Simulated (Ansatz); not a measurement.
The starting structures come from a database of crystals and need not be the phases stable at ambient conditions.

Evanescent states of K4ZnP2 (R-3m, not sure to be the ambient phase, 7 atoms a cell, 34.2 Å³ an atom) along the normal of (101)

The numbers are results of r2SCAN (plane waves, PAW; Ansatz, a first-principles code), not measurements.

The gap is the functional's own, uncorrected, and κ follows it; spin-orbit coupling is left out. Mid-gap values are interpolated between the computed energies.

Energies count from the valence-band top; κ is the least over a 6×4 mesh across the current.

```json
[
 {"E (eV)": "0.04", "κ (1/Å)": "0.123", "where": "off Γ"},
 {"E (eV)": "0.12", "κ (1/Å)": "0.197", "where": "off Γ"},
 {"E (eV)": "0.20", "κ (1/Å)": "0.232", "where": "off Γ"},
 {"E (eV)": "0.28", "κ (1/Å)": "0.227", "where": "Γ"},
 {"E (eV)": "0.36", "κ (1/Å)": "0.223", "where": "Γ"},
 {"E (eV)": "0.44", "κ (1/Å)": "0.218", "where": "Γ"},
 {"E (eV)": "0.52", "κ (1/Å)": "0.213", "where": "Γ"},
 {"E (eV)": "0.60", "κ (1/Å)": "0.207", "where": "Γ"},
 {"E (eV)": "0.68", "κ (1/Å)": "0.199", "where": "Γ"},
 {"E (eV)": "0.76", "κ (1/Å)": "0.190", "where": "Γ"},
 {"E (eV)": "0.84", "κ (1/Å)": "0.179", "where": "Γ"},
 {"E (eV)": "0.92", "κ (1/Å)": "0.167", "where": "Γ"},
 {"E (eV)": "1.00", "κ (1/Å)": "0.152", "where": "Γ"},
 {"E (eV)": "1.08", "κ (1/Å)": "0.135", "where": "Γ"},
 {"E (eV)": "1.16", "κ (1/Å)": "0.113", "where": "Γ"},
 {"E (eV)": "1.24", "κ (1/Å)": "0.083", "where": "Γ"},
 {"E (eV)": "1.32", "κ (1/Å)": "0.024", "where": "Γ"}
]
```

**Question.** How thick must the barrier be to attenuate the transmission by 10^6 when the electrodes' Fermi level lies at 0.52 eV, and what attenuation does that film give at 0.60 eV?

**Answer.** d = 6 ln 10 / (2 × 0.213) = 32.4 Å. At 0.60 eV it gives 6 × 0.207/0.213 = 5.8 decades.
